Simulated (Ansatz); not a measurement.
**Ir$_{2}$P (Fm-3m): resistivity and electron-phonon coupling**

Consider the following.

```
Ir2P
1.0
    0.00000     2.76635     2.76635
    2.76635     0.00000     2.76635
    2.76635     2.76635     0.00000
P Ir
1 2
Direct
  0.00000   0.00000   0.00000
  0.25000   0.25000   0.25000
  0.75000   0.75000   0.75000
```

Computed with PBEsol, DFPT electron-phonon coupling, linearised Boltzmann equation (plane waves, PAW, scalar-relativistic; Ansatz, a quantum-chemistry and plane-wave program). How the cell was made: relaxed with this functional, without spin-orbit coupling.

```json
{
  "resistivity at 300 K": "4.4 μΩ·cm",
  "resistivity at 77 K": "0.70 μΩ·cm",
  "electron mean free path at 300 K (weighted by the current that each state carries)": "22 nm",
  "electron-phonon coupling λ": "0.26",
  "transport coupling λ_tr": "0.23",
  "logarithmic_mean_phonon_energy": "13.5 meV",
  "density of states at the Fermi level": "0.39 states/(eV·spin·cell)",
  "drude_plasma_energy": "7.8 eV",
  "Hall coefficient at 300 K": "19.2 ×10⁻¹¹ m³/C"
}
```

A metal at this level (no band gap). Only scattering by harmonic phonons is included (no impurities, grain boundaries, electron-electron scattering or thermal expansion). Spin-orbit coupling is left out, which matters with elements this heavy. The self-energy correction of the phonons between q points moved λ by about 3 %. The squared frequency of the phonon mode least converged on the k mesh is uncertain by about 23 %. Halving the electron mesh (28x28x28) moves the resistivity by up to 7 % at 300 K, the mean free path by up to 2 %, the coupling by up to 2 %. Smearing 0.20 eV; phonons on a 4x4x4 q mesh, which this run doesn't test and which matters most at low temperature.

Formula and space group known from diffraction (Crystallography Open Database), not checked to be the room-temperature form: Ir2P (Fm-3m).
